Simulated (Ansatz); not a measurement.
# Os: uniaxial strain ε_xx = +1.00 %

Take Os in the hcp (Mg type) structure (space group P6_3/mmc, No. 194; a = 2.754 Å, c = 4.347 Å; relaxed with 0.1 eV smearing) as the base. Axes: x lies along a and z along c of the hexagonal cell.

The change: uniaxial strain ε_xx = +1.00 %, all other strain components held at zero, atoms relaxed at fixed cell.

Computed with plane-wave PAW DFT at the PBE level (Ansatz, a program for electronic structure, 420 eV), no SOC. Γ-centred 24×24×13 mesh, Fermi–Dirac width 0.1 eV.

```csv
quantity,base,changed,shift
volume per atom,14.28 Å³,14.42 Å³,+0.14 Å³
space group,P6_3/mmc (No. 194),Cmcm (No. 63),–
shortest interatomic distance,2.693 Å,2.695 Å,+0.0013 Å
energy relative to the base (free energy F),0 meV/atom,+3.1 meV/atom,+3.1 meV/atom
"pressure (mean of the normal stresses, compression positive)",0.0 GPa,-3.7 GPa,-3.7 GPa
band gap,zero,zero,–
"stress (xx, yy, zz, yz, xz, xy; compression positive)",–,"(-6.9, -2.1, -2.1, 0.0, 0.0, 0.0) GPa",–
```

Cost of the whole job for the changed cell (relaxation, final SCF and bands): roughly 90 core-seconds.

No phonon test of stability was made. All final runs are without spin polarisation.
